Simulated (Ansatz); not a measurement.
# How far PBE and r2SCAN part for Te, pressure 0.7 GPa

The reference is Te (space group P3_121, No. 152; a = 4.5209 Å, c = 5.9543 Å; made of chains).

(Cell as relaxed with PBE.)

Levels (all Ansatz, a quantum-chemistry and plane-wave program, PAW): PBE (420 eV, no spin-orbit coupling); r2SCAN (500 eV, no SOC).

Each level relaxes its own structure.

```csv
base,PBE,r2SCAN
volume per atom,35.13 Å³,36.44 Å³
lattice parameter a,452.1 pm,462.4 pm
band gap,0.23 eV,0.55 eV
```

One thing is altered: a hydrostatic pressure of 0.7 GPa.

```
quantity                            PBE      r2SCAN
-----------------------------  --------  ----------
shortest interatomic distance  290.0 pm  (withheld)
c/a ratio                         1.343  (withheld)
```

Task: Predict the r2SCAN column.

Result: 
- shortest interatomic distance, r2SCAN: 283.9 pm
- c/a ratio, r2SCAN: 1.314

PBE's shortest interatomic distance lies 6.1 pm above r2SCAN's (2.2 %); PBE's c/a ratio lies 0.029 above r2SCAN's. Neither level is exact; r2SCAN is the comparison here, not a measurement.

With Te present, leaving out spin-orbit coupling can change the band edges. Load acts through the strain it causes; cell and atoms are relaxed under it. Stability against distortions was not tested. No dispersion term is included, though the crystal is made of layers, chains or molecules, so its spacings can come out too wide. A zero or small gap of Te can be the functional's error rather than a property of the material.
